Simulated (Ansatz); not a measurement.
# Ca: uniaxial strain ε_zz = −2.00 %

Base system: Ca in the fcc (Cu type) structure (space group Fm-3m, No. 225; a = 5.4558 Å; relaxed with 0.1 eV smearing). Axes: x, y, z lie along the cube axes.

Now apply this change: uniaxial strain ε_zz = −2.00 %, all other strain components held at zero, atoms relaxed at fixed cell.

Level of theory: DFT with PBEsol, PAW potentials and a 420 eV plane-wave cutoff in Ansatz (an electronic-structure program), no spin-orbit coupling. Settings: 21×21×21 k-points, 0.1 eV Fermi–Dirac smearing.

The volume per atom drops by 0.81 Å³ (40.60 Å³ → 39.79 Å³) and the space group goes from Fm-3m (No. 225) to I4/mmm (No. 139). The shortest interatomic distance decreases by 0.0384 Å, from 3.858 Å to 3.819 Å and the energy rises by 1.2 meV/atom. The band gap is still zero and the stress (xx, yy, zz, yz, xz, xy; compression positive) is (0.3, 0.3, 0.5, 0.0, 0.0, 0.0) GPa.

Final structure:

```
CELL_PARAMETERS angstrom
      0.00000     2.72790     2.67334
      2.72790     0.00000     2.67334
      2.72790     2.72790     0.00000
ATOMIC_POSITIONS crystal
  Ca 0.00000 0.00000 0.00000
```

No phonon test of stability was made.
